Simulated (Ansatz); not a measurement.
# Effect of uniaxial strain ε_zz = −2.40 % on WS2

Start from WS2 (space group P6_3/mmc, No. 194; a = 3.154 Å, c = 12.141 Å; layered, stacked along the Cartesian z axis). Axes: x lies along a and z along c of the hexagonal cell.

One thing is altered: the cell is compressed by 2.40 % along z with no lateral relaxation, atoms relaxed at fixed cell.

All numbers come from PBE-D3(BJ)/PAW in Ansatz (a quantum-chemistry and plane-wave program), spin-orbit coupling left out. Settings: 12×12×3 k-points, 0.05 eV Fermi–Dirac smearing.

```tsv
quantity	base	changed	shift
volume per atom	17.43 Å³	17.02 Å³	-0.418 Å³
space group	P6_3/mmc (No. 194)	P6_3/mmc (No. 194)	–
shortest interatomic distance	2.407 Å	2.405 Å	-0.0029 Å
energy relative to the base (free energy F)	0 meV/atom	+2.4 meV/atom	+2.4 meV/atom
band gap	0.88 eV	0.75 eV	-0.136 eV
gap character	indirect, Γ → K–Γ (47 % along)	indirect, Γ → K–Γ (47 % along)	–
smallest direct gap	1.83 eV	1.80 eV	-0.03 eV
hole mass	0.88 mₑ along c, 0.55 mₑ across (at Γ)	1.0 mₑ along z, 0.45 mₑ across (at Γ)	–
valence-band top at Γ (three highest levels, from the VBM)	0.00, -1.30, -1.42 eV	0.00, -1.28, -1.40 eV	–
largest internal atomic displacement	–	0.033 Å	–
stress (xx, yy, zz, yz, xz, xy; compression positive)	–	(0.32, 0.32, 1.96, 0.00, 0.00, 0.00) GPa	–
```

Final structure:

```xyz
6
Lattice="3.1541 0.0000 0.0000 -1.5771 2.7316 0.0000 0.0000 0.0000 11.8495" Properties=species:S:1:pos:R:3 pbc="T T T"
W      1.5771     0.9105     8.8871
W      0.0000     1.8210     2.9624
S      1.5771     0.9105     4.5327
S      0.0000     1.8210    10.4574
S      0.0000     1.8210     7.3168
S      1.5771     0.9105     1.3921
```

With W present, leaving out spin-orbit coupling can change the band edges. Effective masses come from finite differences of ±0.01 Å⁻¹. Whether these cells are dynamically stable was not tested.
